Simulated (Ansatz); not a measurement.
**NiSi2 with two functionals, pressure 100 GPa**

Consider NiSi2 (space group Fm-3m, No. 225; a = 5.4445 Å; non-magnetic).

(Cell as relaxed with PBE.)

Levels (all Ansatz, a quantum-chemistry and plane-wave program, PAW): PBE (420 eV, scalar-relativistic without spin-orbit coupling); r2SCAN (500 eV, no spin-orbit coupling).

Each level relaxes its own structure.

```csv
base,PBE,r2SCAN
volume per atom,13.45 Å³,13.03 Å³
lattice parameter a,5.445 Å,5.387 Å
band gap,zero,zero
```

Now apply this change: cell and atoms relaxed at a pressure of 100 GPa.

```csv
quantity,PBE,r2SCAN
lattice parameter a,4.886 Å,(withheld)
band gap,zero,(withheld)
```

Q: Predict the r2SCAN column.

A: 
- lattice parameter a, r2SCAN: 4.869 Å
- band gap, r2SCAN: zero

PBE's lattice parameter a lies 0.017 Å above r2SCAN's (0.3 %); the two agree on the band gap. Neither level is exact; r2SCAN is the comparison here, not a measurement.

Load acts through the strain it causes; cell and atoms are relaxed under it. Whether these cells are dynamically stable was not tested. No other phases were tried under pressure. Starting moments died away, wholly or in part, for the base; another magnetic solution may exist. The final runs are not spin-polarised.
